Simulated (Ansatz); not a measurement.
L1₂ (Cu3Au-type) Pt3Ti was calculated with PBEsol-D3(BJ) (Ansatz, an electronic-structure program, PAW).

The input as run:

Ansatz 0.2 input:
```yaml
crystal:
  lattice:
    - [3.9113071208, 0.0, 0.0]
    - [0.0, 3.9113071208, 0.0]
    - [0.0, 0.0, 3.9113071208]
  atoms:
    - { symbol: Ti, position: [0.0, 0.0, 0.0] }
    - { symbol: Pt, position: [0.0, 0.5, 0.5] }
    - { symbol: Pt, position: [0.5, 0.0, 0.5] }
    - { symbol: Pt, position: [0.5, 0.5, 0.0] }
basis:
  ecutwfc: 520
  ecutrho_ratio: 4
  xc_grid: 2
kpoints:
  mp_grid: { grid: [14, 14, 14] }
hamiltonian:
  xc: pbesol
  dispersion: d3bj
  pseudopotentials: { kind: paw }
scf:
  occupations: { method: fermi_dirac, width: 0.05 }
  convergence: { dr2_threshold: 0.0000000004 }
output:
  forces: true
  stress: true
  eigenvalues: true
```

### Question
How many irreducible k-points, plane waves at Γ does the program set up, and what pressure does the run end with?

### Answer
120 irreducible k-points, 1575 plane waves at Γ; P = -10.33 GPa, so the cell is stretched on average and its volume would shrink at this level.

The run printed, among other lines:

```
Crystal: 4 atoms, lattice volume = 59.836 Å³
Basis set: ecut = 520 eV, 1575 PW (Γ), exchange–correlation on 60×60×60 points (8 copies of the dense FFT grid, shifted against one another)
Bands: 40, of which v1, the nominal top of the filled ones, is band 33 counted from 1 (32 counted from 0)
Symmetry: 48 space group operations
Space group: Pm-3m (ITA 221), of the structure as read, at distance tolerance 3.9e-5 Å
k-points: 120 of 2744
Functional: x = pbesol(κ = 0.804, μ = 0.12345679012345678), c = pbesol(β = 0.046)
SCF iter   1: F=—  HF=-39631.869156 eV  |F-HF|=—  |Δ(HF+E_count)|=         —  Δρ=1.68e-2  dr2=2.34e-1
SCF iter   2: F=—  HF=-39631.852790 eV  |F-HF|=—  |Δ(HF+E_count)|=   1.64e-2  Δρ=9.17e-3  dr2=7.71e-2
  ...
SCF iter   8: F=—  HF=-39631.844417 eV  |F-HF|=—  |Δ(HF+E_count)|=   1.61e-9  Δρ=1.25e-6  dr2=1.43e-9
SCF iter   9: F=-39631.844417 eV  HF=-39631.844417 eV  |F-HF|=7.28e-12  |Δ(HF+E_count)|=  1.82e-10  Δρ=1.36e-7  dr2=1.31e-11
SCF 1 converged in 9 iterations: F = -39631.844417 eV  dr2 = 1.31e-11
SCF converged after 9 iterations
Free energy (F): -39631.844417 eV
Internal energy: -39631.833611 eV  (E = F + TS)
E sigma→0 (E₀):  -39631.839014 eV
Fermi energy:    22.119786 eV
--- Forces (eV/Å), atoms counted from 1 ---
  atom   1  Ti    -0.00000000    -0.00000000    -0.00000000
  atom   2  Pt     0.00000000    -0.00000000    -0.00000000
  atom   3  Pt     0.00000000    -0.00000000     0.00000000
  atom   4  Pt     0.00000000    -0.00000000    -0.00000000
--- Stress (GPa, compression-positive) ---
      -10.334273       0.000000      -0.000000
        0.000000     -10.334273       0.000000
       -0.000000       0.000000     -10.334273
  P = ⅓ Tr σ = -10.3343 GPa (-103.343 kbar)
```

The cell is one volume of an energy–volume scan, off the minimum.

The PAW data were made under PBE.

Cost on a shared machine: very roughly 21 core-seconds.
